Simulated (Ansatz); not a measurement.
Zr under load (space group P6_3/mmc), Ansatz (an electronic-structure program) with PBEsol, DFPT electron-phonon coupling, linearised Boltzmann equation. Condition of this run: hydrostatic pressure -4 GPa (the target of the relaxation). Phonon-limited resistivity 54.9 μΩ·cm at 300 K along x (a = (3.24, 0.00, 0.00) Å; b = (-1.62, 2.80, 0.00) Å; c = (0.00, 0.00, 5.18) Å), 72.9 μΩ·cm at 400 K, current-weighted mean free path 3.3 nm, Drude plasma energy 3.84 eV.

Question: What temperature coefficient of resistance follows, and how does it compare with 1/T?

Answer: (ρ₄₀₀ − ρ₃₀₀)/(100 K × ρ₃₀₀) = 3.28×10⁻³ K⁻¹, against 1/T = 3.33×10⁻³ K⁻¹ for a resistivity proportional to T. Impurities would add a constant and lower it.

Question: What Drude relaxation time do resistivity and plasma energy imply?

Answer: ω_p = 5.83e15 s⁻¹, so τ = 1/(ε₀ ω_p² ρ) = 6.04 fs, a damping ħ/τ of 109 meV.

Question: Estimate the electronic thermal conductivity at 300 K by the Wiedemann-Franz law (L₀ = 2.44×10⁻⁸ W·Ω/K²).

Answer: L₀T/ρ = 2.44×10⁻⁸ × 300/(54.9×10⁻⁸) = 13.3 W/(m·K). Inelastic scattering puts the true Lorenz number somewhat under L₀ near and below the Debye temperature.

A metal at this level (no band gap). Only scattering by harmonic phonons is included (no impurities, grain boundaries, electron-electron scattering or thermal expansion). Spin-orbit coupling is left out. Halving the electron mesh (32x32x16) moves the resistivity by up to 4 % at 300 K, the mean free path by up to 5 %. Smearing 0.20 eV; phonons on a 5x5x3 q mesh, which this run doesn't test.
